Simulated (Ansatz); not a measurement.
# What biaxial strain −0.83 %, plane normal [111], relaxed out of plane does to CdSe

Consider CdSe in the zinc blende structure (space group F-43m, No. 216; a = 6.0816 Å). Axes: x, y, z lie along the cube axes.

The change: compressive biaxial strain of 0.83 % in the plane normal to [111], as in epitaxy on a mismatched substrate; the out-of-plane cell vector and the atoms relax.

Calculations: PBEsol/PAW in Ansatz (a quantum-chemistry and plane-wave program), spin-orbit coupling left out. k-mesh 9×9×9 (Γ-centred); smearing 0.05 eV (Fermi–Dirac).

The volume per atom falls by 0.254 Å³ (28.12 Å³ → 27.86 Å³) and the space group becomes R3m (No. 160) (base: F-43m (No. 216)). The shortest interatomic distance falls by 0.009 Å (2.633 Å → 2.624 Å) and the energy increases by 1.1 meV/atom. The band gap hardly moves (0.48 eV against 0.47 eV) and the gap character remains direct at Γ. The electron mass changes from 0.049 mₑ (at Γ) to 0.052 mₑ out of plane, 0.049 mₑ in plane (at Γ) and the valence-band top at Γ (three highest levels, from the VBM) goes from 0.00, 0.00, 0.00 eV to 0.00, 0.00, -0.08 eV. The out-of-plane strain comes out as +0.76 % and the ratio −ε⊥/ε∥ comes out as 0.92. The mean in-plane stress (compression positive) is +0.7 GPa.

Final structure (turned so that z lies along the plane normal):

```yaml
crystal:
  lattice:
    - [4.26463, 0.00000, 0.00000]
    - [2.13231, 3.69328, 0.00000]
    - [2.13231, -1.23109, 3.53798]
  atoms:
    - { symbol: Cd, position: [0.99774, 0.00113, 0.00340] }
    - { symbol: Se, position: [0.50226, 0.24887, 0.74660] }
```

Effective masses come from finite differences of ±0.01 Å⁻¹. Stability against distortions was not tested. k-point labels follow each cell's own Brillouin zone.
